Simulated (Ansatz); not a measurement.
## PBE against PBEsol: hypothetical P4/nmm Co2Si, isotropic strain +1.20 %

Start from Co$_{2}$Si (space group P4/nmm, No. 129; a = 3.4547 Å, c = 5.7510 Å; ferromagnetic; a hypothetical phase, not in the database extracts checked).

(Cell as relaxed with PBE.)

Levels (all Ansatz, a program for electronic structure, PAW): PBE (420 eV, spin-orbit coupling left out); PBEsol (420 eV, spin-orbit coupling left out).

Each level relaxes its own structure.

```tsv
base	PBE	PBEsol
volume per atom	11.44 Å³	11.01 Å³
lattice parameter a	3.455 Å	3.406 Å
band gap	zero	zero
largest site moment	0.93 μB	0.81 μB
```

Modification: every lattice vector is stretched by 1.20 %; the atoms relax in the strained cell.

```json
[
 {"quantity": "energy relative to the base (free energy F)", "PBE": "+8.6 meV/atom", "PBEsol": "(withheld)"},
 {"quantity": "largest site moment", "PBE": "1.01 μB", "PBEsol": "(withheld)"},
 {"quantity": "band gap", "PBE": "zero", "PBEsol": "(withheld)"}
]
```

**Question.** Predict the PBEsol column.

**Answer.** 
- energy relative to the base (free energy F), PBEsol: +9.3 meV/atom
- largest site moment, PBEsol: 0.89 μB
- band gap, PBEsol: zero

PBE's energy relative to the base lies 0.6 meV/atom below PBEsol's; PBE's largest site moment lies 0.12 μB above PBEsol's; the two agree on the band gap. Neither level is exact; PBEsol is the comparison here, not a measurement.

Other magnetic orders, which the real material may have, were not ruled out. Stability against distortions was not tested.
